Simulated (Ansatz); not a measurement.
Start from P in the black-P type structure (space group Cmce, No. 64; a = 3.302 Å, b = 10.691 Å, c = 4.467 Å; layered, stacked along the Cartesian y axis). Axes: x, y, z lie along a, b, c of the conventional cell.

Method: plane-wave PAW DFT at the r2SCAN+rVV10 level (Ansatz, a quantum-chemistry and plane-wave program, 500 eV), scalar-relativistic without spin-orbit coupling.

Strains are applied to the cell and any free atomic positions relax; under biaxial strain the out-of-plane vector relaxes too; under stress the whole cell relaxes.

One change was made to it. Results:

| quantity | base | after |
|---|---|---|
| volume per atom | 19.71 Å³ | 20.22 Å³ |
| band gap | zero | zero |

### Question
Which change produced these results?
A) biaxial strain −2.56 %, plane normal [001], relaxed out of plane
B) biaxial strain +2.30 %, plane normal [001], relaxed out of plane
C) biaxial strain +1.93 %, plane normal [001], relaxed out of plane
D) biaxial strain +1.00 %, plane normal [001], relaxed out of plane
E) uniaxial stress, 5 GPa tension along x

### Answer
C, biaxial strain +1.93 %, plane normal [001], relaxed out of plane. For comparison, the volume per atom in the other runs: biaxial strain +2.30 %, plane normal [001], relaxed out of plane gives 20.31 Å³; biaxial strain −2.56 %, plane normal [001], relaxed out of plane gives 19.01 Å³; biaxial strain +1.00 %, plane normal [001], relaxed out of plane gives 19.98 Å³; uniaxial stress, 5 GPa tension along x gives 19.72 Å³.

The mesh was chosen for an insulator and is coarse for the gapless case. Stability under load was not tested beyond the relaxation. Gaps under 0.05 eV, about the width of the smearing, are given as zero. A zero or small gap of P can be the functional's error rather than a property of the material.
